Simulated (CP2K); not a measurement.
**Parameter sweep on LaAl3 (P6_3/mmc, 8 atoms in the cell)**

```
CELL_PARAMETERS angstrom
      6.69458     0.00000     0.00000
     -3.34729     5.79768     0.00000
      0.00000     0.00000     4.62248
ATOMIC_POSITIONS crystal
  La 0.33333 0.66667 0.25000
  La 0.66667 0.33333 0.75000
  Al 0.86446 0.72892 0.25000
  Al 0.13554 0.27108 0.75000
  Al 0.13554 0.86446 0.75000
  Al 0.86446 0.13554 0.25000
  Al 0.27108 0.13554 0.25000
  Al 0.72892 0.86446 0.75000
```

Base run A: PBEsol, GPW, DZVP-MOLOPT-SR-GTH basis, GTH-PBE potentials (GTH_POTENTIALS) (CP2K), self-consistent single point.

Its settings: CUTOFF = 500 Ry; REL_CUTOFF = 50 Ry; SMEAR/METHOD = MARZARI_VANDERBILT; SIGMA = 0.136 eV; KPOINTS/SCHEME = MACDONALD 3 3 4 0 0 0.125; XC_FUNCTIONAL = PBE:PBESOL; La/BASIS_SET = DZVP-MOLOPT-SR-GTH-q11; La/POTENTIAL = GTH-PBE-q11; Al/BASIS_SET = DZVP-MOLOPT-SR-GTH-q3; Al/POTENTIAL = GTH-PBE-q3; METHOD = GPW; EPS_DEFAULT = 1e-10; NGRIDS = 5; SCF_GUESS = ATOMIC; EPS_SCF = 1e-06; MAX_SCF = 100; ADDED_MOS = 8; MIXING/METHOD = BROYDEN_MIXING; MIXING/ALPHA = 0.3; MIXING/NBUFFER = 8.

The starting cell comes from a database of computed structures (which also holds hypothetical and non-ambient phases and stackings), without a prior relaxation at this level. Values carry the incompleteness of an atom-centred basis. The potentials were made for another functional than the one used. Without a gap this mesh is coarse (it stands for a supercell whose shortest vector is 18 Å).

Runs:
- B: XC_FUNCTIONAL: PBE:PBESOL → PADE; La/POTENTIAL: GTH-PBE-q11 → GTH-PADE-q11; Al/POTENTIAL: GTH-PBE-q3 → GTH-PADE-q3 [LDA (Pade form)]
- C: XC_FUNCTIONAL: PBE:PBESOL → GGA_X_WC + GGA_C_PBE [Wu-Cohen GGA]
- D: XC_FUNCTIONAL: PBE:PBESOL → GGA_X_RPW86 + PW92; NON_LOCAL/TYPE: default → LMKLL; NON_LOCAL/CUTOFF: default → 100 Ry [vdW-DF2]
- E: XC_FUNCTIONAL: PBE:PBESOL → GGA_X_LV_RPW86 + PW92; NON_LOCAL/TYPE: default → DRSLL; NON_LOCAL/CUTOFF: default → 100 Ry [vdW-DF-cx]
- F: XC_FUNCTIONAL: PBE:PBESOL → GGA_X_B86_R + PW92; NON_LOCAL/TYPE: default → LMKLL; NON_LOCAL/CUTOFF: default → 100 Ry [rev-vdW-DF2]
- G: XC_FUNCTIONAL: PBE:PBESOL → GGA_X_OPTB88_VDW + PW92; NON_LOCAL/TYPE: default → DRSLL; NON_LOCAL/CUTOFF: default → 100 Ry [optB88-vdW]
- H: XC_FUNCTIONAL: PBE:PBESOL → GGA_X_AM05 + GGA_C_AM05 [AM05]

```json
[
 {"run": "A", "pressure (GPa)": "-0.98", "largest force (eV/Å)": "0.513"},
 {"run": "B", "pressure (GPa)": "-3.78", "largest force (eV/Å)": "0.317"},
 {"run": "C", "pressure (GPa)": "___", "largest force (eV/Å)": "0.496"},
 {"run": "D", "pressure (GPa)": "2.45", "largest force (eV/Å)": "0.202"},
 {"run": "E", "pressure (GPa)": "___", "largest force (eV/Å)": "0.479"},
 {"run": "F", "pressure (GPa)": "0.02", "largest force (eV/Å)": "0.444"},
 {"run": "G", "pressure (GPa)": "0.60", "largest force (eV/Å)": "0.370"},
 {"run": "H", "pressure (GPa)": "-1.10", "largest force (eV/Å)": "0.525"}
]
```

Q: What belongs in the gaps?

A: 
- C, pressure (GPa): -0.89
- E, pressure (GPa): -0.47

Left out of this page: 3 runs of the series held back from this collection.
